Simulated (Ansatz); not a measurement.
## TaGe (model structure, from the WC type, P-6m2, No. 187): properties by level of theory

| level (code) | lattice constant a (Å) | lattice parameter c (Å) | formation enthalpy (eV/atom) |
|---|---|---|---|
| PBE (Ansatz) | 3.091 | 4.128 | -0.136 |
| PBEsol (Ansatz) | 3.051 | … | -0.208 |
| PBE-D3(BJ) (Ansatz) | 3.049 | 4.111 | -0.207 |
| r²SCAN (Ansatz) | 3.085 | 4.073 | -0.122 |

Question: Complete the blanks.

Answer: 
- PBEsol (Ansatz, a quantum-chemistry and plane-wave program), lattice parameter c (Å): 4.095

Ansatz's density-functional and Hartree–Fock values are scalar-relativistic unless marked +SOC, with PAW data made under PBE.

A model structure was made by putting elements into a prototype or built by hand; it is no filed structure, need not be a known phase, and can be a saddle point held by its symmetry.
